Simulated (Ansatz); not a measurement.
System: CsCl-type PdIn. Method: PBEsol-D3(BJ) (Ansatz, a quantum-chemistry and plane-wave program, PAW).

Settings: plane-wave cutoff 520 eV, 18×18×18 k mesh, Fermi–Dirac smearing 0.05 eV, scalar-relativistic PAW data made under PBE.

Cell (relaxed at this level):

```
CELL_PARAMETERS angstrom
      3.20762     0.00000     0.00000
      0.00000     3.20762     0.00000
      0.00000     0.00000     3.20762
ATOMIC_POSITIONS crystal
  In 0.50000 0.50000 0.50000
  Pd 0.00000 0.00000 0.00000
```

Problem. Estimate the bulk modulus and pressure derivative B′ of the bulk modulus that the calculation returns.

Solution. 
bulk modulus: 156 GPa
pressure derivative B′ of the bulk modulus: 5.5

The run finds no gap.

Spin–orbit coupling is not included.

The computed numbers hold no vibrational or temperature effects.

The result took about 2.3 core-minutes (a rough figure).
